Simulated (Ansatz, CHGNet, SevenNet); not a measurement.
How well does each level of theory give the equilibrium lattice constant a of 1T (CdI2-type) PtTe₂?

Reference value: 4.026 Å (measured, temperature not stated, not corrected to a static lattice; as tabulated in Pelayo et al. (2023), arXiv:2312.15371).

```
level (code)              value (Å)
------------------------  ---------
CHGNet 0.3.0 (CHGNet)         4.004
SevenNet-0 (SevenNet)         4.078
SevenNet-l3i5 (SevenNet)          …
LDA (Ansatz)                      …
PBE (Ansatz)                  4.089
PBEsol (Ansatz)               4.044
PBE-D3(BJ) (Ansatz)           4.053
PBE-D4 (Ansatz)               4.054
rVV10 (Ansatz)                    …
HSE06 (Ansatz)                4.038
PBE0 (Ansatz)                 4.030
```

Some entries are withheld; supply them.


- SevenNet-l3i5 (SevenNet), value (Å): 4.097
- LDA (Ansatz, a quantum-chemistry and plane-wave program), value (Å): 4.019
- rVV10 (Ansatz), value (Å): 4.124

Differences against the reference: CHGNet 0.3.0 -0.55 %, SevenNet-0 +1.29 %, SevenNet-l3i5 +1.76 %, LDA -0.17 %, PBE +1.56 %, PBEsol +0.45 %, PBE-D3(BJ) +0.67 %, PBE-D4 +0.70 %, rVV10 +2.43 %, HSE06 +0.30 %, PBE0 +0.10 %.

The reference's temperature isn't stated, so close values are not ranked against it. Off by more than 1.25 % (a bound picked here): SevenNet-0 (+1.29 %), SevenNet-l3i5 (+1.76 %), PBE (+1.56 %), rVV10 (+2.43 %).

The reference has no zero-point or thermal correction, while the calculations are for a static lattice, so the differences are not the levels' errors alone. A static lattice is as a rule a little smaller than the measured one.  Density-functional levels without +SOC have no spin–orbit coupling. LDA, PBE, PBEsol, HSE06, PBE0: the cell comes from a level without a dispersion term, which matters for the spacing of layers, chains or molecules. Cutoffs and k meshes differ between the levels. Ansatz's density-functional and Hartree–Fock values are scalar-relativistic unless marked +SOC, with PAW data made under PBE.

Machine-learned potentials (CHGNet 0.3.0, SevenNet-0, SevenNet-l3i5) are trained on DFT data, which may include these solids.

Differences are worked out from the printed values.
